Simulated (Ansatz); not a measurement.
**Worked example: self-consistent single point of MgS (F-43m, 2 atoms in the cell) in Ansatz (an electronic-structure program)**

Method of the run: LDA (PW92), default PAW files made with PBE (plane waves; Ansatz).

Input as run:

Ansatz 0.2 input:
```yaml
# MgS
crystal:
  lattice:
    - [0.000000, 2.847286, 2.847286]
    - [2.847286, 0.000000, 2.847286]
    - [2.847286, 2.847286, 0.000000]
  atoms:
    - { symbol: Mg, position: [0.000000, 0.000000, 0.000000] }
    - { symbol: S, position: [0.750000, 0.750000, 0.750000] }
basis:
  ecutwfc: 420.0
kpoints:
  mp_grid:
    grid: [8, 8, 8]
hamiltonian:
  xc: lda
  pseudopotentials:
    kind: paw
scf:
  occupations:
    method: fixed
output:
  forces: true
  eigenvalues: true
  stress: true
```

The program printed (abridged):

```
WARN ansatz: RAYON_NUM_THREADS=1 ignored (pool sized by the plan → 1); use --threads N
Pseudopotentials: kind: paw
Pseudopotential: Mg, paw, valence charge 10
Pseudopotential: S, paw, valence charge 6
Crystal: 2 atoms, lattice volume = 46.166 Å³
Basis set: ecut = 420 eV, 893 PW (Γ)
Bands: 12, of which v1, the nominal top of the filled ones, is band 8 counted from 1 (7 counted from 0)
Symmetry: 24 space group operations
Space group: F-43m (ITA 216), of the structure as read, at distance tolerance 3.6e-5 Å
k-points: 29 of 512 (time reversal used)
PAW frozen core: Mg, regenerated for the run's functional, and the local potential with it
PAW frozen core: S, regenerated for the run's functional, and the local potential with it
Initial density: superposition of atomic densities (neutral atoms: chi_scale 0, normalization atom), corrected by the library's trained network
Initial wavefunctions: pseudopotential atomic-orbital guess
Eigensolver: davidson
Functional: x = slater, c = lda
SCF iter   1: F=—  HF=-2773.989636 eV  |F-HF|=—  |Δ(HF+E_count)|=         —  Δρ=5.82e-3  dr2=1.17e-2  ethr=1.77e-3  ⟨swp⟩=5.1  Hψ=1896  notcnv=0  defer=54
all-band conjugate gradients solve this SCF's bands
preconditioner: auto → none
SCF iter   2: F=—  HF=-2773.982327 eV  |F-HF|=—  |Δ(HF+E_count)|=   7.31e-3  Δρ=2.34e-3  dr2=1.36e-3  ethr=7.31e-5  ⟨swp⟩=3.0  Hψ=870  notcnv=0  defer=54
SCF iter   3: F=—  HF=-2773.981673 eV  |F-HF|=—  |Δ(HF+E_count)|=   6.54e-4  Δρ=3.89e-4  dr2=5.75e-5  ethr=8.51e-6  ⟨swp⟩=2.0  Hψ=642  notcnv=0  defer=54
SCF iter   4: F=—  HF=-2773.981659 eV  |F-HF|=—  |Δ(HF+E_count)|=   1.49e-5  Δρ=9.41e-5  dr2=3.05e-6  ethr=3.59e-7  ⟨swp⟩=2.3  Hψ=433  notcnv=0  defer=42
SCF iter   5: F=—  HF=-2773.981658 eV  |F-HF|=—  |Δ(HF+E_count)|=   8.48e-7  Δρ=1.50e-5  dr2=1.72e-7  ethr=1.90e-8  ⟨swp⟩=2.0  Hψ=464  notcnv=0  defer=32
SCF iter   6: F=-2773.981658 eV  HF=-2773.981658 eV  |F-HF|=4.11e-10  |Δ(HF+E_count)|=   3.73e-8  Δρ=3.16e-6  dr2=3.55e-9  ethr=6.25e-10  ⟨swp⟩=7.0  Hψ=1685  notcnv=0
SCF 1 converged in 6 iterations: F = -2773.981658 eV  dr2 = 3.55e-9
SCF converged after 6 iterations
Free energy (F): -2773.981658 eV
Harris-Foulkes:  -2773.981658 eV  (|F-HF|=4.11e-10)
Internal energy: -2773.981658 eV  (E = F + TS)
E sigma→0 (E₀):  -2773.981658 eV
Fermi energy:    2.776537 eV
--- Per-component energies (eV) ---
  E_band       = -374.453919
  E_kinetic    = 183.950494
  E_local      = -1892.103706  (includes V_loc(G=0)·N_el)
  E_nonlocal   = 125.419375
  E_hartree    = 684.148709
  E_xc         = -125.526107
  E_vxc        = -125.793804  (∫ρ·V_xc dr)
  E_paw        = -840.142227  (= ΣΔE_a)
  E_vpaw       = -34.223848  (= ΣTr[D̂ρ^β])
  E_aug_tail   = 0.000003  (compensation charges beyond the density's cutoff)
  E_ewald      = -910.031875
  E_core_change = 0.303677  (= ΣΔE_core)
  E_smearing   = -0.000000  (= −TS)
  E_closure    = -0.000000  (closes the sum)
  Σ components = -2773.981658   (vs F -2773.981658, Δ=0.00e0)
--- Forces (eV/Å), atoms counted from 1 ---
  atom   1  Mg    -0.00000000     0.00000000     0.00000000
  atom   2  S      0.00000000    -0.00000000    -0.00000000
  max |Σ_I F_I| component: 1.48e-16 eV/Å
--- Stress (GPa, compression-positive) ---
       -2.953034      -0.000000       0.000000
       -0.000000      -2.953034       0.000000
        0.000000       0.000000      -2.953034
  P = ⅓ Tr σ = -2.9530 GPa (-29.530 kbar)
  The stress holds the Pulay correction. Without it, at fixed plane waves, as pw.x and ABINIT print it: P = -2.9596 GPa
--- Band table (eV; the first three rows and the last of 29) ---
  k-point 0: bands = ["-70.3545", "-37.7816", "-37.7816", "-37.7816", "-8.4208", "2.7765", "2.7765", "2.7765", "5.8763", "10.4748", "10.4748", "10.4748"]
  k-point 1: bands = ["-70.3545", "-37.7820", "-37.7817", "-37.7817", "-8.3339", "2.0721", "2.7231", "2.7231", "6.5568", "10.2727", "10.6486", "10.6486"]
  k-point 2: bands = ["-70.3544", "-37.7828", "-37.7818", "-37.7818", "-8.1090", "0.8953", "2.6025", "2.6025", "7.4188", "10.2789", "10.6960", "10.6960"]
  k-point 28: bands = ["-70.3544", "-37.7835", "-37.7830", "-37.7825", "-7.5169", "0.4524", "0.9405", "1.4421", "8.1064", "10.3832", "10.7224", "11.0113"]
```

The run converged in 6 iterations.

The starting cell comes from a database of computed structures (which also holds hypothetical and non-ambient phases and stackings), without a prior relaxation at this level. Its lattice was rescaled by up to half a per cent. Ansatz's pressure includes its estimate of the finite-basis (Pulay) stress.
